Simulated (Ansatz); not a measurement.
# Predicting one run from its neighbours: the energy against the mesh, CdSe (R3m, 2 atoms in the cell)

```yaml
crystal:
  lattice:
    - [0.00000, 3.04013, 3.04013]
    - [3.04013, 0.00000, 3.04013]
    - [3.04013, 3.04013, 0.00000]
  atoms:
    - { symbol: Cd, position: [0.00475, 0.00475, 0.00475] }
    - { symbol: Se, position: [0.25000, 0.25000, 0.25000] }
```

Method of the run: LDA (PW92), default PAW files made with PBE (plane waves; Ansatz, a program for electronic structure).

Base settings: basis.ecutwfc = 420 eV; kpoints.mp_grid.grid = 7 7 7; hamiltonian.xc = lda; hamiltonian.pseudopotentials = {kind: paw} (the program's default PAW files); scf.occupations.method = fermi_dirac; scf.occupations.width = 0.01 eV.

The last step of the ladder, which sets the zero, is kpoints.mp_grid.grid = 20 20 20.

The starting cell has typed, rounded lattice constants, without a prior relaxation at this level. Its lattice was rescaled by up to half a per cent. One atom was moved a little off its site on purpose.

The meshes are centred on Γ.

In a gapped crystal the sum over the mesh converges exponentially with the size of the supercell that the mesh stands for: ln(ΔF) = a + b·N.

| kpoints.mp_grid.grid | divisions along the first axis | F less the last step's (meV/atom) | ln of it |
|---|---|---|---|
| 4 4 4 | 4 | 28.79 | 3.360 |
| 5 5 5 | 5 | ? | ? |
| 6 6 6 | 6 | 3.11 | 1.135 |
| 7 7 7 | 7 | 1.29 | 0.255 |
| 8 8 8 | 8 | 0.59 | -0.528 |

Problem. Fit the line to the 4 rows given and predict the withheld one.

Solution. Means: x̄ = 6.2500, ȳ = 1.0555. Σ(x − x̄)(y − ȳ) = -8.576 and Σ(x − x̄)² = 8.750, so b = -0.9802 and a = ȳ − b·x̄ = 7.1818; each further division cuts the miss by a factor of 2.7. The largest residual of the fitted rows is 0.17. At x = 5 the line gives 2.281, that is 9.79 meV/atom. The run gave 8.70 meV/atom, a miss of 1.09 meV/atom (13 %). The table is a window of a longer ladder. The rows were chosen because the form fits them, the withheld one included, so this shows the method and is no test of the form.

Left out of this page: 10 runs of the series outside the window shown, repeating another row's setting, or not comparable.

Keys are those of Ansatz 0.2.
